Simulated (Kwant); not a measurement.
System: quantum point contact (saddle potential) in a InSb two-dimensional gas. Effective mass 0.014 mₑ, grid spacing 10 nm, hard walls, nominal width 200 nm (19 grid rows, so walls 200 nm apart), one parabolic valley, scattering region 600 nm long along x; energies count from the band bottom; Fermi energy 0.0118 eV. Potential (V0 + ½k y²) cos²(πx/L) for |x| < L/2, with V0 swept from 0.01239 to 0 eV, k = 1.2e-05 eV/nm², L = 390 nm.

The device is made up for the run: typed textbook-type constants, with dimensions and the other settings drawn at random.

Model: effective-mass tight-binding model on a square grid, one spin, coherent transport at 0 K (Kwant). Conductance is in e²/h.

Sweep values stay those of the base run.

The length of the gated region was swept, all else fixed.

```tsv
length of the gated region (nm)	G (e²/h) at V0 = 3.232 meV	G (e²/h) at V0 = 9.337 meV	G (e²/h) at V0 = 6.285 meV	mean G (e²/h) over the sweep
98	1.11	0.33	0.77	0.76
200	1.01	0.16	0.89	0.68
270	1.00	…	…	0.66
390	1.00	0.032	0.98	0.65
510	1.00	0.011	0.99	0.64
```

Q: Fill in the missing entries.

A: 
- 270, G (e²/h) at V0 = 9.337 meV: 0.087
- 270, G (e²/h) at V0 = 6.285 meV: 0.94
